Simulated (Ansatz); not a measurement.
We consider BP (model structure, started from the BeO type, P4₂/mnm, No. 136, 8 atoms in the cell), described by r²SCAN (PAW; Ansatz, a program for electronic structure).

Settings: plane-wave cutoff 560 eV, 6×6×10 k mesh (along the axes of the cell as run), Fermi–Dirac smearing 0.01 eV, scalar-relativistic PAW data made under PBE.

The cell is the one relaxed with PBEsol. Conventional cell: a = 5.5322 Å, b = 5.5322 Å, c = 3.1873 Å, α = 90.00°, β = 90.00°, γ = 90.00°.

```xyz
8
Lattice="5.5322 0.0000 0.0000 0.0000 5.5322 0.0000 0.0000 0.0000 3.1873" Properties=species:S:1:pos:R:3 pbc="T T T"
B      1.7790     3.7532     0.0000
B      3.7532     1.7790     0.0000
B      4.5452     4.5452     1.5937
B      0.9871     0.9871     1.5937
P      1.7664     1.7664     0.0000
P      3.7658     3.7658     0.0000
P      0.9997     4.5325     1.5937
P      4.5325     0.9997     1.5937
```

Question: List the 22 lowest band energies at Γ above −25 eV (eV, relative to the valence band maximum), grouping those that round alike.

Answer: At Γ: -16.50, -13.18 (×2), -12.75, -9.59, -7.78, -7.26 (×2), -5.52, -4.52, -2.33 (×2), -0.83, -0.42, 0.00 (×2), 1.48, 2.23, 2.86 (×2), 4.35 (×2).

Note: the relaxation could raise the start's symmetry but not lower it, so the cell can be a saddle point; cell and atoms aren't relaxed at this level (pressure 1.6 GPa).

A model structure was made by putting elements into a prototype or built by hand; it is no filed structure, need not be a known phase, and can be a saddle point held by its symmetry.
